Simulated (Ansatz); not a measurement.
BAs (zinc blende, F-43m), the quasi-harmonic free energy with Ansatz (a program for electronic structure), LDA functional, plane-wave PAW. Dynamical quadrupoles are not included in the interpolation of the phonons between the solved wave vectors. The pressure is 5 GPa. The structure is held there; whether it is the stable one at that pressure was not tested.

```tsv
T (K)	α_L (10⁻⁶/K)	C_P (J/mol/K)	bulk modulus B_T (GPa)	γ
50	0.2	3.3	164	0.36
200	2.1	24.7	164	0.65
300	3.4	___	163	0.76
400	4.2	39.0	162	0.82
550	4.9	43.7	160	0.86
600	5.1	___	160	0.87
700	5.4	46.1	159	0.88
800	5.6	47.1	158	0.88
```

### Question
Some entries are withheld; supply them.

### Answer

- 300, C_P (J/mol/K): 33.5
- 600, C_P (J/mol/K): 44.6

Whether this phase is the stable one at each condition was not tested.

The PAW data sets were generated under PBE and serve the other functionals too.
